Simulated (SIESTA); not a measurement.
## Worked example: self-consistent single point of LaS2 (P4/nmm, 6 atoms in the cell) in SIESTA

Method: GGA PBEsol, numerical atomic orbitals DZP, PseudoDojo PBEsol standard norm-conserving potentials (rewritten from UPF to PSML) run with SIESTA.

This input was run:

```
# files in the folder: La.psml S.psml (PseudoDojo PBEsol standard)
SystemName  LaS2
SystemLabel LaS2

NumberOfAtoms                6
NumberOfSpecies              2
%block ChemicalSpeciesLabel
  1 57 La
  2 16 S
%endblock ChemicalSpeciesLabel
LatticeConstant              1.0 Ang
%block LatticeVectors
     4.046340000    0.000000000    0.000000000
     0.000000000    4.046340000    0.000000000
     0.000000000    0.000000000    8.317680000
%endblock LatticeVectors
AtomicCoordinatesFormat      Bohr
%block AtomicCoordinatesAndAtomicSpecies
     0.000000000    3.823237204   11.383546499  1
     3.823237204    0.000000000    4.334590694  1
     0.000000000    3.823237204    5.720930394  2
     3.823237204    0.000000000    9.997206798  2
     0.000000000    0.000000000    0.000000000  2
     3.823237204    3.823237204    0.000000000  2
%endblock AtomicCoordinatesAndAtomicSpecies

XC.functional                GGA
XC.authors                   PBEsol
PAO.BasisSize                DZP
PAO.EnergyShift              0.005 Ry
MeshCutoff                   300 Ry
%block kgrid.MonkhorstPack
    7   0   0  0.0
    0   7   0  0.0
    0   0   4  0.0
%endblock kgrid.MonkhorstPack
OccupationFunction           FD
ElectronicTemperature        1160.45 K

MaxSCFIterations             150
SCF.Mixer.Method             Pulay
SCF.Mixer.Weight             0.2
SCF.Mixer.History            6
SCF.DM.Tolerance             1.0E-04
Diag.ParallelOverK           true
WriteForces                  true
```

Output, abridged:

```
reinit: Reading from file input.fdf

reinit: System Name: LaS2
reinit: System Label: LaS2

coor:   Atomic-coordinates input format  =     Cartesian coordinates
coor:                                            (in Bohr units)

siesta: Atomic coordinates (Bohr) and species
siesta:      0.00000   3.82324  11.38355  1        1
siesta:      3.82324   0.00000   4.33459  1        2
siesta:      0.00000   3.82324   5.72093  2        3
siesta:      3.82324   0.00000   9.99721  2        4
siesta:      0.00000   0.00000   0.00000  2        5
siesta:      3.82324   3.82324   0.00000  2        6

siesta: System type = bulk

initatomlists: Number of atoms, orbitals, and projectors:      6    90   136

siesta: ******************** Simulation parameters ****************************
redata: Spin configuration                          = none
redata: Time-Reversal Symmetry                      = T
redata: Number of Atomic Species                    =        2
redata: Mesh Cutoff                                 =   300.0000 Ry
redata: Net charge of the system                    =     0.0000 |e|
redata: Min. number of SCF Iter                     =        0
redata: Max. number of SCF Iter                     =      150
redata: SCF convergence failure will abort job
redata: SCF mix quantity                            = Hamiltonian
redata: Mix DM or H after convergence               =   F
redata: Recompute H after scf cycle                 =   F
redata: Mix DM in first SCF step                    =   T
redata: No kicks to SCF
redata: DM Mixing Weight for Kicks                  =     0.5000
redata: Require Harris convergence for SCF          =   F
redata: Harris energy tolerance for SCF             =     0.000100 eV
redata: Require DM convergence for SCF              =   T
redata: DM tolerance for SCF                        =     0.000100
redata: Require EDM convergence for SCF             =   F
redata: EDM tolerance for SCF                       =     0.001000 eV
redata: Require H convergence for SCF               =   T
redata: Hamiltonian tolerance for SCF               =     0.001000 eV
redata: Require (free) Energy convergence for SCF   =   F
redata: (free) Energy tolerance for SCF             =     0.000100 eV
redata: Using DFT-D3 dispersion                     =   F
redata: Using Saved Data (generic)                  =   F
redata: Method of Calculation                       = Diagonalization
redata: Electronic Temperature                      =  1160.4500 K
redata: Number of TDED substeps                     =        3
redata: Dynamics option                             = Single-point calculation
redata: Save all siesta data in one NC              =   F
redata: ***********************************************************************

%block SCF.Mixers
  Pulay
%endblock SCF.Mixers

%block SCF.Mixer.Pulay
  # Mixing method
  method pulay
  variant stable

  # Mixing options
  weight 0.2000
  weight.linear 0.2000
  history 6
%endblock SCF.Mixer.Pulay

DM_history_depth set to one: no extrapolation allowed by default for geometry relaxation
Size of DM history Fstack: 1
Total number of electrons:    46.000000
Total ionic charge:    46.000000

* ProcessorY, Blocksize:    1  64

* Orbital distribution balance (max,min):    90    90

k-point displ. along   3 input, could be:     0.00    0.50
 Kpoints in:          112 . Kpoints trimmed:          102

siesta: k-grid: Number of k-points = 102
siesta: k-points from Monkhorst-Pack grid
siesta: k-cutoff (effective) =    14.162 Ang
siesta: k-point supercell and displacements
siesta: k-grid:     7     0     0      0.000
siesta: k-grid:     0     7     0      0.000
siesta: k-grid:     0     0     4      0.000

diag: Algorithm                                     = D&C
diag: Parallel over k                               =   F
diag: Use parallel 2D distribution                  =   F
diag: Parallel block-size                           = 64
diag: Parallel distribution                         =     1 x     1
diag: Used triangular part                          = Lower
diag: Absolute tolerance                            =  0.100E-15
diag: Orthogonalization factor                      =  0.100E-05
diag: Memory factor                                 =  1.0000

superc: Internal auxiliary supercell:     5 x     5 x     3  =      75
superc: Number of atoms, orbitals, and projectors:    450   6750  10200

                        Single-point calculation

superc: Internal auxiliary supercell:     5 x     5 x     3  =      75
superc: Number of atoms, orbitals, and projectors:    450   6750  10200

outcell: Unit cell vectors (Ang):
        4.046340    0.000000    0.000000
        0.000000    4.046340    0.000000
        0.000000    0.000000    8.317680

outcell: Cell vector modules (Ang)   :    4.046340    4.046340    8.317680
outcell: Cell angles (23,13,12) (deg):     90.0000     90.0000     90.0000
outcell: Cell volume (Ang**3)        :    136.1843
new_DM -- step:     1
Initializing Density Matrix...

Attempting to read DM from file... Failed...
DM filled with atomic data:

InitMesh: MESH = 48 x 48 x 90 = 207360
InitMesh: Mesh cutoff (required, used) =   300.000   323.581 Ry

stepf: Fermi-Dirac step function

        iscf     Eharris(eV)        E_KS(eV)     FreeEng(eV)     dDmax    Ef(eV) dHmax(eV)
   scf:    1    -3110.012222    -3117.579269    -3117.611077  1.732168 -5.371206  3.207681
   scf:    2    -3118.962614    -3118.400158    -3118.433484  0.060129 -5.589149  1.416997
   scf:    3    -3118.737932    -3118.600888    -3118.635757  0.048394 -5.613473  0.657315
   scf:    4    -3118.647573    -3118.631348    -3118.667003  0.033768 -5.610440  0.175587
   scf:    5    -3118.637235    -3118.634865    -3118.671012  0.020224 -5.659180  0.049333
   scf:    6    -3118.635279    -3118.635110    -3118.671179  0.001253 -5.653990  0.019102
   scf:    7    -3118.634999    -3118.635128    -3118.671106  0.002446 -5.644290  0.037071
   scf:    8    -3118.635165    -3118.635163    -3118.671176  0.000988 -5.648355  0.020687
   scf:    9    -3118.635113    -3118.635152    -3118.671215  0.000623 -5.649946  0.000310
   scf:   10    -3118.635151    -3118.635152    -3118.671215  0.000010 -5.649933  0.000213

SCF Convergence by DM+H criterion
max |DM_out - DM_in|         :     0.0000101603
max |H_out - H_in|      (eV) :     0.0002128714
SCF cycle converged after 10 iterations

Using DM_out to compute the final energy and forces

siesta: E_KS(eV) =            -3118.6352

siesta: E_KS - E_eggbox =     -3118.6352

siesta: Atomic forces (eV/Ang):
     1    0.000000    0.000000    0.157856
     2    0.000000    0.000000   -0.157856
     3   -0.000000   -0.000000    0.082930
     4   -0.000000   -0.000000   -0.082930
     5   -0.000000   -0.000000    0.000000
     6   -0.000000   -0.000000   -0.000000
   Tot   -0.000000   -0.000000    0.000000
   Max    0.157856
   Res    0.059438    sqrt( Sum f_i^2 / 3N )
   Max    0.157856    constrained

Stress tensor Voigt[x,y,z,yz,xz,xy] (kbar):        8.21        8.21        8.96       -0.00        0.00        0.00
(Free)E + p*V (eV/cell)    -3119.3905
Target enthalpy (eV/cell)    -3118.6712

siesta: Program's energy decomposition (eV):
siesta: Ebs     =      -747.766445
siesta: Eions   =      4971.174404
siesta: Ena     =      1379.993002
siesta: Ekin    =       852.369570
siesta: Enl     =       390.965364
siesta: Eso     =         0.000000
siesta: Edftu   =         0.000000
siesta: DEna    =        24.587704
siesta: DUscf   =         0.626274
siesta: DUext   =         0.000000
siesta: Ex      =      -719.510654
siesta: Ec      =       -76.492008
siesta: Exc     =      -796.002662
siesta: Eharris =     -3118.635151
siesta: Etot    =     -3118.635152
siesta: FreeEng =     -3118.671215

siesta: Atomic forces (eV/Ang):
siesta:      1    0.000000    0.000000    0.157856
siesta:      2    0.000000    0.000000   -0.157856
siesta:      3   -0.000000   -0.000000    0.082930
siesta:      4   -0.000000   -0.000000   -0.082930
siesta:      5   -0.000000   -0.000000    0.000000
siesta:      6   -0.000000   -0.000000   -0.000000
siesta: ----------------------------------------
siesta:    Tot   -0.000000   -0.000000    0.000000

siesta: Stress tensor (static) (eV/Ang**3):
siesta:     0.005126    0.000000    0.000000
siesta:     0.000000    0.005126   -0.000000
siesta:     0.000000   -0.000000    0.005594

siesta: Cell volume =        136.184272 Ang**3

siesta: Pressure (static):
siesta:                Solid            Molecule  Units
siesta:          -0.00005752         -0.00006822  Ry/Bohr**3
siesta:          -0.00528159         -0.00626351  eV/Ang**3
siesta:          -8.46203556        -10.03524319  kBar
```

The run converged in 10 iterations.

The starting cell comes from a database of computed structures (which also holds hypothetical and non-ambient phases and stackings), without a prior relaxation at this level. Values carry the incompleteness of an atom-centred basis.

Cost on one core of a shared machine: roughly 70 s.
